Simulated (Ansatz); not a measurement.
Consider MgS in the rock salt structure (space group Fm-3m, No. 225; a = 5.203 Å). Axes: x, y, z lie along the cube axes.

Level of theory: r2SCAN (Ansatz, a quantum-chemistry and plane-wave program, PAW, no spin-orbit coupling).

Strains are applied to the cell and any free atomic positions relax.

One change was made to it. Results:

The band gap drops by 0.22 eV to 3.24 eV; the smallest direct gap shrinks by 0.19 eV, from 4.64 eV to 4.45 eV; the energy increases by 3.9 meV/atom; the valence-band top at Γ (three highest levels, from the VBM) becomes 0.00, -0.17, -0.32 eV (base: 0.00, 0.00, 0.00 eV).

Problem. Which of these changes matches the shifts?
A) tensor shear ε_xy = +0.57 %
B) tensor shear ε_xy = +1.43 %
C) tensor shear ε_xy = +1.71 %
D) tensor shear ε_xy = +0.29 %

Solution. C, tensor shear ε_xy = +1.71 %. For comparison, the band gap in the other runs: tensor shear ε_xy = +0.57 % gives 3.40 eV; tensor shear ε_xy = +1.43 % gives 3.29 eV; tensor shear ε_xy = +0.29 % gives 3.43 eV.

Stability against distortions was not tested.
